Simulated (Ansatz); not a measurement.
The starting structures come from a database of crystals and need not be the phases stable at ambient conditions.

 Where the default PAW files enter, the runs use the earlier of Ansatz's two default sets.

Consider the following.

```
CELL_PARAMETERS angstrom
      4.16867     0.00000     0.00000
      0.00000     8.34162     0.00000
     -0.00445     0.00000     5.89551
ATOMIC_POSITIONS crystal
  Cu 0.54233 0.37360 0.26698
  Cu 0.04233 0.62640 0.76698
  Cu 0.53041 0.87608 0.26958
  Cu 0.03041 0.12392 0.76958
  I  0.04140 0.37517 0.01707
  I  0.54140 0.62483 0.51707
  I  0.03166 0.87474 0.01928
  I  0.53166 0.12526 0.51928
```

Space group of this cell: Pc. The cell is strained (all lengths scaled by 0.98); by r2SCAN its mean pressure is 3.2 GPa.

Transport runs along the normal of the first two printed cell vectors.

The gap is the functional's own, uncorrected, and κ follows it; spin-orbit coupling is left out. Mid-gap values are interpolated between the computed energies.

Question: Estimate the band gap and the smallest decay constant κ at mid-gap that r2SCAN run with Ansatz (a quantum-chemistry and plane-wave program) returns for this system.

Answer: Gap 1.86 eV on a 8×4×6 mesh; κ = 0.160 1/Å, at the zone centre.
